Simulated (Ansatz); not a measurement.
Take TaRu in the CsCl type structure (space group Pm-3m, No. 221; a = 3.141 Å; relaxed with 0.1 eV smearing) as the base.

Calculations: Kohn–Sham DFT with the PBEsol functional, run in Ansatz (an electronic-structure program) with PAW and 420 eV plane waves, no spin-orbit coupling.

Before the change:

| Item | Value |
|---|---|
| Pressure | 0.0 GPa |

One thing is altered: an isotropic linear strain of −1.09 %, atoms relaxed at fixed cell.

Q: Estimate the effect on the energy relative to the base and pressure.

A: The energy rises by 14 meV/atom; the pressure goes from zero to 9.5 GPa.

No phonon test of stability was made. The final runs are not spin-polarised. An odd electron count without spin: TaRu.
